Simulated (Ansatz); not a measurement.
Where the default PAW files enter, the runs use the earlier of Ansatz's two default sets.

The decay constant κ of evanescent states in the gap governs leakage through a thin film.

Here is the system:

```
CELL_PARAMETERS angstrom
      5.01327     0.00000     0.00000
     -2.50663     4.34162     0.00000
      0.00000     0.00000     5.53993
ATOMIC_POSITIONS crystal
  Si 0.46891 0.00000 0.00000
  Si 0.00000 0.46891 0.33333
  Si 0.53109 0.53109 0.66667
  O  0.58661 0.85583 0.78489
  O  0.14417 0.73078 0.11822
  O  0.26922 0.41339 0.45156
  O  0.73078 0.14417 0.21511
  O  0.41339 0.26922 0.88178
  O  0.85583 0.58661 0.54844
```

Space group of this cell: P3_121. The cell is strained (all lengths scaled by 1.02); by r2SCAN its mean pressure is -10.6 GPa.

Transport runs along the normal of the first two printed cell vectors, the (001) plane of the conventional cell.

No gap correction and no spin-orbit coupling; mid-gap values are interpolated between computed energies.

Task: Estimate the band gap and the smallest decay constant κ at mid-gap that Ansatz (a quantum-chemistry and plane-wave program) with r2SCAN returns for this system.

Result: Gap 6.15 eV on a 12×12×6 mesh; κ = 0.494 1/Å, at the zone centre.
